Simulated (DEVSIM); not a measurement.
System: abrupt Ge n-p junction, at 300 K.

```
layer (left to right)  material  thickness (μm)  Nd (cm⁻³)  Na (cm⁻³)  τn (s)  τp (s)
---------------------  --------  --------------  ---------  ---------  ------  ------
1                            Ge            1.20     4.4e17          -  2.7e-7  2.7e-7
2                            Ge            1.50          -     1.4e14  2.7e-7  2.7e-7
```

Left contact: ohmic. Right contact: ohmic. Voltage is applied to the left contact. Recombination: SRH at mid-gap. Mobility is μmin + (μ − μmin)/(1 + (N/Nref)^α).

This is a model device: material constants are rounded textbook-type values typed into the input, and sizes, dopings and lifetimes were drawn at random. Values at 300 K.

```tsv
parameter	Ge
gap (eV)	0.664
affinity (eV)	4
permittivity	16
Nc (cm⁻³)	1.04e19
Nv (cm⁻³)	6e18
μn (cm²/Vs)	3900
μp (cm²/Vs)	1900
μn,min	150
μp,min	100
Nref,n	2.6e17
Nref,p	4e17
αn	0.56
αp	0.6
```

Model (solved in DEVSIM): 1D drift-diffusion, Boltzmann statistics, complete ionisation; no tunnelling, impact ionisation, image-force lowering or self-heating.

The doping Na of layer 2 was swept, all else fixed.

```json
[
 {"doping Na of layer 2 (cm^-3)": "4.2e12", "dark forward voltage at 100 A/cm² (V)": "0.138", "potential step across the device at zero bias (V)": "0.260", "largest field in the device at zero bias (V/cm)": "31000"},
 {"doping Na of layer 2 (cm^-3)": "1.4e13", "dark forward voltage at 100 A/cm² (V)": "0.142", "potential step across the device at zero bias (V)": "0.266", "largest field in the device at zero bias (V/cm)": "31000"},
 {"doping Na of layer 2 (cm^-3)": "4.2e13", "dark forward voltage at 100 A/cm² (V)": "0.151", "potential step across the device at zero bias (V)": "0.280", "largest field in the device at zero bias (V/cm)": "31000"},
 {"doping Na of layer 2 (cm^-3)": "1.4e14", "dark forward voltage at 100 A/cm² (V)": "0.167", "potential step across the device at zero bias (V)": "0.307", "largest field in the device at zero bias (V/cm)": "31000"},
 {"doping Na of layer 2 (cm^-3)": "4.2e14", "dark forward voltage at 100 A/cm² (V)": "(withheld)", "potential step across the device at zero bias (V)": "0.335", "largest field in the device at zero bias (V/cm)": "31000"},
 {"doping Na of layer 2 (cm^-3)": "1.4e15", "dark forward voltage at 100 A/cm² (V)": "0.211", "potential step across the device at zero bias (V)": "0.366", "largest field in the device at zero bias (V/cm)": "32000"},
 {"doping Na of layer 2 (cm^-3)": "4.2e15", "dark forward voltage at 100 A/cm² (V)": "0.238", "potential step across the device at zero bias (V)": "0.394", "largest field in the device at zero bias (V/cm)": "34000"}
]
```

Complete the blanks.


- 4.2e14, dark forward voltage at 100 A/cm² (V): 0.186
